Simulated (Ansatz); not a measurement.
The parent structure is ZnO in the wurtzite structure (space group P6_3mc, No. 186; a = 3.2300 Å, c = 5.2144 Å). Axes: x lies along a and z along c of the hexagonal cell.

One thing is altered: tensile biaxial strain of 1.80 % in the plane normal to [001], as in epitaxy on a mismatched substrate; the out-of-plane cell vector and the atoms relax.

Method: Ansatz (a first-principles code), PBEsol, PAW, cutoff 420 eV, scalar-relativistic without spin-orbit coupling.

Base, band edges from the VBM (valence, conduction): K -1.77, 7.50; H -1.29, 7.88; M -0.86, 5.74; L -1.41, 5.60; A -0.40, 3.39; Γ 0.00, 0.70 eV.

Task: Give the band edges at the high-symmetry points of the new zone, measured from its valence-band maximum.

Result: 
| point | valence edge (eV) | conduction edge (eV) |
|---|---|---|
| Γ | 0.00 | 0.72 |
| M | -0.89 | 5.66 |
| K | -1.79 | 7.51 |
| A | -0.39 | 3.42 |
| L | -1.21 | 5.65 |
| H | -1.08 | 7.94 |

The gap is 0.72 eV, direct at Γ.

No phonon test of stability was made.
